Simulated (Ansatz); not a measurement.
The parent structure is Pt in the fcc (Cu type) structure (space group Fm-3m, No. 225; a = 3.8954 Å; relaxed with 0.1 eV smearing). Axes: x, y, z lie along the cube axes.

Computed with LDA (Ansatz, a quantum-chemistry and plane-wave program), no SOC.

Strains are applied to the cell and any free atomic positions relax; under biaxial strain the out-of-plane vector relaxes too.

One change was made to it. Results:

```json
[
 {"quantity": "energy relative to the base (free energy F)", "base": "0 meV/atom", "after": "+0.6 meV/atom"},
 {"quantity": "shortest interatomic distance", "base": "2.754 Å", "after": "2.750 Å"},
 {"quantity": "pressure (mean of the normal stresses, compression positive)", "base": "0.0 GPa", "after": "-1.1 GPa"}
]
```

Task: Name the change that was made.
A. biaxial strain +0.42 %, plane normal [111], relaxed out of plane
B. biaxial strain −2.50 %, plane normal [111], relaxed out of plane
C. biaxial strain −0.42 %, plane normal [111], relaxed out of plane
D. biaxial strain +0.83 %, plane normal [111], relaxed out of plane

Result: A, biaxial strain +0.42 %, plane normal [111], relaxed out of plane. For comparison, the pressure in the other runs: biaxial strain +0.83 %, plane normal [111], relaxed out of plane gives -2.1 GPa; biaxial strain −2.50 %, plane normal [111], relaxed out of plane gives 7.8 GPa; biaxial strain −0.42 %, plane normal [111], relaxed out of plane gives 1.1 GPa.

Whether these cells are dynamically stable was not tested. The final runs are not spin-polarised.
